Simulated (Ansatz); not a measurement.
The structure below was relaxed with Kohn–Sham DFT with the PBE functional, run in Ansatz (a program for electronic structure) with PAW and 420 eV plane waves, no SOC, at pressure 4.5 GPa.

Space group P6₃mc (No. 186); a = b = 3.245 Å, c = 5.236 Å, α = β = 90.00°, γ = 120.00°

| atom | site | symmetry | x | y | z |
|---|---|---|---|---|---|
| Zn | 2b | 3m. | 0.3333 | 0.6667 | 0.0014 |
| O | 2b | 3m. | 0.3333 | 0.6667 | 0.3806 |

Write out a cell with all atoms.


```cif
data_O2Zn2
_chemical_formula_sum 'Zn2 O2'
_space_group_name_H-M_alt 'P 1'
_space_group_IT_number 1
_cell_length_a 3.24465
_cell_length_b 3.24465
_cell_length_c 5.23552
_cell_angle_alpha 90.000
_cell_angle_beta 90.000
_cell_angle_gamma 120.000
loop_
_space_group_symop_operation_xyz
  'x, y, z'
loop_
_atom_site_label
_atom_site_type_symbol
_atom_site_fract_x
_atom_site_fract_y
_atom_site_fract_z
_atom_site_occupancy
Zn1 Zn 0.33333 0.66667 0.00142 1
Zn2 Zn 0.66667 0.33333 0.50142 1
O1 O 0.33333 0.66667 0.38058 1
O2 O 0.66667 0.33333 0.88058 1
```
This is the conventional cell.

Load acts through the strain it causes; cell and atoms are relaxed under it. Whether these cells are dynamically stable was not tested. Tetrahedral semiconductors of this kind turn to denser phases somewhere between about 1 and 50 GPa; those were not computed, so compressed cells here can lie past the real transition. The cell was made from ZnO in the wurtzite structure (space group P6_3mc, No. 186) by this change: pressure 4.5 GPa.
